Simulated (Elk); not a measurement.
Band structure of YPt (Pnma, 8 atoms in the cell).

```yaml
crystal:
  lattice:
    - [7.21111, 0.00000, 0.00000]
    - [0.00000, 4.61931, 0.00000]
    - [0.00000, 0.00000, 5.68205]
  atoms:
    - { symbol: Y, position: [0.18198, 0.25000, 0.63963] }
    - { symbol: Y, position: [0.81802, 0.75000, 0.36037] }
    - { symbol: Y, position: [0.31802, 0.75000, 0.13963] }
    - { symbol: Y, position: [0.68198, 0.25000, 0.86037] }
    - { symbol: Pt, position: [0.04284, 0.25000, 0.15288] }
    - { symbol: Pt, position: [0.95716, 0.75000, 0.84712] }
    - { symbol: Pt, position: [0.45716, 0.75000, 0.65288] }
    - { symbol: Pt, position: [0.54284, 0.25000, 0.34712] }
```

Method: LDA (PW92), all-electron FP-LAPW, Elk's shipped species files, LAPW+lo basis in Elk.

Settings: xctype = 3; rgkmax = 8; stype = 0; swidth = 0.00999582 Ha; ngridk = 3 4 3; gmaxvr = 14 1/bohr; nxoapwlo = 1; rmtscf = 0.94.

The starting cell comes from a database of computed structures (which also holds hypothetical and non-ambient phases and stackings), without a prior relaxation at this level. Its lattice was rescaled by a random factor within 2.5 % of one. Spin-orbit coupling is off. Spin polarisation is off. Values depend on the basis (sphere radii, cutoffs, local orbitals), which need not be converged.

Levels in eV from the Fermi level, bands 79 to 86:
| point | 79 | 80 | 81 | 82 | 83 | 84 | 85 | 86 |
|---|---|---|---|---|---|---|---|---|
| Γ | -1.83 | -1.66 | -0.69 | -0.33 | -0.21 | 0.06 | 1.29 | 1.56 |
| X | -1.86 | -1.86 | 0.01 | 0.01 | 0.26 | 0.26 | 0.78 | 0.78 |
| S | -1.72 | -1.72 | -1.02 | -1.02 | 0.41 | 0.41 | 0.55 | 0.55 |
| Y | -1.51 | -1.51 | -0.58 | -0.58 | 0.20 | 0.20 | 1.02 | 1.02 |
| Z | -1.70 | -1.70 | 0.13 | 0.13 | 0.66 | 0.66 | 1.03 | 1.03 |
| U | -2.03 | -2.03 | 0.34 | 0.34 | 0.34 | 0.34 | 1.17 | 1.17 |
| R | -1.93 | -1.93 | -0.71 | -0.71 | -0.71 | -0.71 | 1.67 | 1.67 |
| T | -2.09 | -2.09 | 0.37 | 0.37 | 0.75 | 0.75 | 1.08 | 1.08 |

Bands cross the Fermi level along this path, so the cell is metallic at this level.
